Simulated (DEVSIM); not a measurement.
Structure: Schottky contact on n-type Si, at 400 K.

Layer 1 from the left is Si, thickness (μm) 7.50, Nd (cm⁻³) 1.9e16, τn (s) 3.3e-5, τp (s) 3.3e-5.

Left contact: Schottky, work function 4.87 eV, emission velocity 2.1e6 cm/s. Right contact: ohmic. Voltage is applied to the left contact. Recombination: SRH at mid-gap, radiative. Mobility is μmin + (μ − μmin)/(1 + (N/Nref)^α).

The device is made up for the run: typed textbook-type constants, with dimensions and the other settings drawn at random. Values at 300 K; Nc and Nv go as T^1.5, mobilities as T to minus their exponent, the gap by Varshni's rule with the affinity fixed.

Si: gap (eV) 1.124, affinity (eV) 4.05, permittivity 11.7, Nc (cm⁻³) 2.86e19, Nv (cm⁻³) 3.1e19, μn (cm²/Vs) 1417, μp (cm²/Vs) 470, μn,min 52, μp,min 45, Nref,n 9.7e16, Nref,p 2.2e17, αn 0.68, αp 0.72, T exponent of μn 2.3, T exponent of μp 2.2, B (cm³/s) 4.7e-15, Varshni α (eV/K) 0.000473, Varshni β (K) 636.

DEVSIM, 1D drift-diffusion, Boltzmann statistics, complete ionisation; no tunnelling, impact ionisation, image-force lowering or self-heating. Metal contacts follow the ideal Schottky-Mott rule: no Fermi-level pinning, no interface dipoles.

Dark forward current:

| |V| (V) | |J| (A/cm²) |
|---|---|
| 0.05 | 0.002111 |
| 0.10 | 0.01107 |
| 0.15 | 0.04903 |
| 0.20 | 0.2094 |
| 0.25 | 0.8807 |
| 0.30 | 3.593 |
| 0.35 | 13.37 |
| 0.40 | 40.14 |
| 0.45 | 90.47 |
| 0.50 | 161.3 |
| 0.55 | 247.3 |
| 0.60 | 344.7 |
| 0.65 | 451.4 |
| 0.70 | 566.4 |
| 0.75 | 688.7 |
| 0.80 | 817.7 |
| 0.85 | 953.3 |
| 0.90 | 1095 |
| 0.95 | 1242 |
| 1.00 | 1395 |
| 1.05 | 1554 |
| 1.10 | 1717 |
| 1.15 | 1885 |
| 1.20 | 2059 |

Question: Work out the local ideality factor n = ΔV / (kT/q · ln(J2/J1)) between the rows 0.15 and 0.20 V, 1.15 and 1.20 V.

Answer: kT/q = 34.47 mV. From 0.15 to 0.20 V: ln(0.2094/0.04903) = 1.452, n = 1.00, near the 1 of diffusion or emission over a barrier. From 1.15 to 1.20 V: ln(2059/1885) = 0.088, n = 16.43.

Question: Estimate the current at 0.20 V for emission alone, J0 = q v N_band exp(−φB/kT), and read the barrier back from the simulated current.

Answer: φB = 0.820 eV, N_band = 4.40e19 cm⁻³, J0 = 0.000691 A/cm²; J = J0 (exp(qV/kT) − 1) = 0.228 A/cm². The simulation gives 0.209 A/cm²; the estimate lies 8.9 % above. Read backwards, the simulated current gives an apparent barrier of 0.823 eV. The estimate leaves out transport through the depletion region and minority injection.
